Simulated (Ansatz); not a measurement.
Defect migration in hexagonal La2O3: interstitial Li, charge state +1. Calculation: PBE, PAW (plane waves to 420 eV; Ansatz, an electronic-structure program).

90-site cell at the relaxed PBE lattice, the Γ point alone, smearing 0.01 eV, spin-restricted, no finite-size correction. Energies are static. Spin-orbit coupling is left out. The charge state is imposed; whether it is stable for some Fermi level was not computed. Sites that were not tried may lie lower.

Barriers: single points on a 2×2×2 k-point mesh shifted by half a step along c at the bands' geometries.

The step: a concerted move, in which Li travels most; the atom moves 3.41 Å along (0.32, -0.34, 0.41) of the unit cell; the moving atom starts with neighbours La at 2.85, 2 La at 2.87, 2 La at 2.89, La at 2.90; O at 2.31, 2 O at 2.32, 2 O at 2.36, O at 2.38 Å and ends with O at 1.80, 3 O at 2.00 Å.

### Question
Estimate the migration barrier of this step that PBE, PAW returns for this input.

### Answer
1.21 eV forward and 0.63 eV backward. At the saddle the moving atom has neighbours O at 1.67, O at 1.75 Å. The saddle point's order was not checked, and it lies on a symmetry element of the cell, where a band can be held.
